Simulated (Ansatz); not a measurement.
Take SnTe in the rock salt structure (space group Fm-3m, No. 225) as the base.

```yaml
crystal:
  lattice:
    - [0.00000, 3.14456, 3.14456]
    - [3.14456, 0.00000, 3.14456]
    - [3.14456, 3.14456, 0.00000]
  atoms:
    - { symbol: Sn, position: [0.00000, 0.00000, 0.00000] }
    - { symbol: Te, position: [0.50000, 0.50000, 0.50000] }
```

The values are results of plane-wave PAW DFT at the PBEsol level (Ansatz, a quantum-chemistry and plane-wave program, 420 eV), no spin-orbit coupling, not measurements.

Base values:

* **Pressure**: -0.1 kbar

One thing is altered: every lattice vector is shortened by 1.00 %, atoms relaxed at fixed cell.

### Question
How does this affect the energy relative to the base?

### Answer
The energy grows by 4.2 meV/atom.

### Question
Predict the new pressure.

### Answer
The pressure increases by 15.2 kbar (-0.1 kbar → 15.1 kbar).

The cells carry an imposed strain or load. Whether these cells are dynamically stable was not tested.
